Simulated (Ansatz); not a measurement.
Density of states of La2MgCu2 (P4/mbm, 10 atoms in the cell).

```xyz
10
Lattice="7.9285 0.0000 0.0000 0.0000 7.9285 0.0000 0.0000 0.0000 3.9080" Properties=species:S:1:pos:R:3 pbc="T T T"
La     6.5637     2.5994     1.9540
La     1.3648     5.3290     1.9540
La     5.3290     6.5637     1.9540
La     2.5994     1.3648     1.9540
Mg     3.9642     3.9642     0.0000
Mg     0.0000     0.0000     0.0000
Cu     4.9190     0.9547     0.0000
Cu     3.0095     6.9737     0.0000
Cu     6.9737     4.9190     0.0000
Cu     0.9547     3.0095     0.0000
```

Method: PBEsol, default PAW files made with PBE (plane waves; Ansatz, a first-principles code).

SCF settings: basis.ecutwfc = 420 eV; kpoints.mp_grid.grid = 4 4 7; hamiltonian.xc = pbesol; hamiltonian.pseudopotentials = {kind: paw} (the program's default PAW files); scf.occupations.method = fermi_dirac; scf.occupations.width = 0.1 eV. Keys of the DOS step: output.dos.nscf_kmesh.grid = 4 4 7.

The starting cell comes from a database of computed structures (which also holds hypothetical and non-ambient phases and stackings), without a prior relaxation at this level. Spin polarisation is off.

Total DOS (both spins), as means of the tabulated values in each energy bin; the zero is the program's Fermi level or highest filled level, and the curve is cut to this window:

(E (eV), states/eV/cell): (-7.75, 0.00); (-7.25, 0.00); (-6.75, 0.00); (-6.25, 0.00); (-5.75, 0.03); (-5.25, 0.62); (-4.75, 1.55); (-4.25, 4.87); (-3.75, 12.3); (-3.25, 49.0); (-2.75, 23.9); (-2.25, 4.46); (-1.75, 6.59); (-1.25, 2.30); (-0.75, 7.25); (-0.25, 6.76); (0.25, 10.9); (0.75, 11.3)

Around zero the curve holds about 11 states/eV/cell.

Keys are those of Ansatz 0.2.
